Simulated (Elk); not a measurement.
Worked example: self-consistent single point of YbZnPb (P6_3mc, 6 atoms in the cell) in Elk.

Computed with LDA (PW92), all-electron FP-LAPW, Elk's shipped species files, APW+lo basis with extra local orbitals run with Elk 10.2.4.

```yaml
crystal:
  lattice:
    - [4.75572, 0.00000, 0.00000]
    - [-2.37786, 4.11857, 0.00000]
    - [0.00000, 0.00000, 7.57824]
  atoms:
    - { symbol: Yb, position: [0.00000, 0.00000, 0.75766] }
    - { symbol: Yb, position: [0.00000, 0.00000, 0.25766] }
    - { symbol: Zn, position: [0.66667, 0.33333, 0.94147] }
    - { symbol: Zn, position: [0.33333, 0.66667, 0.44147] }
    - { symbol: Pb, position: [0.66667, 0.33333, 0.54186] }
    - { symbol: Pb, position: [0.33333, 0.66667, 0.04186] }
```

Reference input (self-consistent single point, DFT, PBEsol, all-electron FP-LAPW, Elk's shipped species files, APW+lo basis with extra local orbitals): xctype = 22; rgkmax = 7.5; stype = 0; swidth = 0.00499791 Ha; ngridk = 6 6 3; gmaxvr = 14 1/bohr; nxlo = 2; lorbcnd = true; rmtscf = 0.97; lmaxi = 3; maxscl = 100. This run's input differs from it in these lines:

```diff
@@ -2,5 +2,2 @@
   0
-
-xctype
-  22
```

Output (repeated stretches shortened):

```
│ Self-consistent loop started │
│ Loop number : 1 │
 total energy                :     -73200.2675131
│ Loop number : 2 │
 total energy                :     -73331.8176525
RMS change in Kohn-Sham potential (target) :   0.9640293565     (  0.1000000000E-05)
Absolute change in total energy (target)   :    131.5501394     (  0.1000000000E-03)
│ Loop number : 3 │
 total energy                :     -73551.3250185
RMS change in Kohn-Sham potential (target) :   0.1020863217     (  0.1000000000E-05)
Absolute change in total energy (target)   :    252.3949008     (  0.1000000000E-03)
│ Loop number : 4 │
   [... lines left out ...]
Absolute change in total energy (target)   :   0.3347025631E-03 (  0.1000000000E-03)
│ Loop number : 21 │
 total energy                :     -73556.3501067
RMS change in Kohn-Sham potential (target) :   0.2218308289E-06 (  0.1000000000E-05)
Absolute change in total energy (target)   :   0.1569734450E-03 (  0.1000000000E-03)
│ Loop number : 22 │
 total energy                :     -73556.3501556
RMS change in Kohn-Sham potential (target) :   0.6755160790E-07 (  0.1000000000E-05)
Absolute change in total energy (target)   :   0.8814159082E-04 (  0.1000000000E-03)
Convergence targets achieved

│ Loop number : 23 │

Energies :
 Fermi                       :     0.228331780038
 total energy                :     -73556.3501869

Density of states at Fermi energy :    102.0201575
 (states/Hartree/unit cell)

Estimated indirect band gap :   0.2419471389E-02
 from k-point     10 to k-point      3
Estimated direct band gap   :   0.9959810182E-02
 at k-point      1

Charges :
 core                        :    252.0000000
 valence                     :    112.0000000
 interstitial                :    9.256530173
 muffin-tins (core leakage)
  species :    1 (Yb)
   atom    1                 :    68.19471062     (  0.2085637519E-05)
   atom    2                 :    68.19471062     (  0.2085637519E-05)
  species :    2 (Zn)
   atom    1                 :    28.76479807     (  0.1295576028E-03)
   atom    2                 :    28.76479807     (  0.1295576028E-03)
  species :    3 (Pb)
   atom    1                 :    80.41222622     (  0.1805990130E-02)
   atom    2                 :    80.41222622     (  0.1805990130E-02)
 total in muffin-tins        :    354.7434698
 total calculated charge     :    363.9750051
 total charge                :    364.0000000
 error                       :   0.2499487385E-01

│ Self-consistent loop stopped │
```

The run converged in 23 iterations. The count includes the last loop, which Elk runs after its targets are met. 

The starting cell comes from a database of computed structures (which also holds hypothetical and non-ambient phases and stackings), without a prior relaxation at this level. Spin-orbit coupling is off. Spin polarisation is off. Values depend on the basis (sphere radii, cutoffs, local orbitals), which need not be converged. The log's line on a gap gives a spacing of levels on this mesh, which the program prints for metals too.

Cost on one core of a shared machine: roughly 4 min.
